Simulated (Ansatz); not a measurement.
The starting structures come from a database of crystals and need not be the phases stable at ambient conditions.

 Where the default PAW files enter, the runs use the earlier of Ansatz's two default sets.

Tunnelling through a barrier is set by its complex band structure: the current falls as exp(−2κd) with the smallest κ.

Data:

```
CuCl
1.0
    3.81060     0.00000     0.00000
   -1.90530     3.30008     0.00000
    1.90530     1.10003     3.05433
Cu Cl
1 1
Direct
  0.97738   0.98869   0.03393
  0.48860   0.24430   0.26710
```

Space group of this cell: R3m. The cell is taken as given; by PBEsol its mean pressure is -2.1 GPa.

Transport runs along the normal of the first two printed cell vectors, the (001) plane of the conventional cell.

The gap is the functional's own. No spin-orbit coupling. Mid-gap values are interpolated on the energy grid.

Task: Predict the band gap and the smallest decay constant κ at mid-gap from PBEsol run with Ansatz (a program for electronic structure).

Result: Gap 0.47 eV on a 12×12×12 mesh; κ = 0.095 1/Å, at the zone centre.
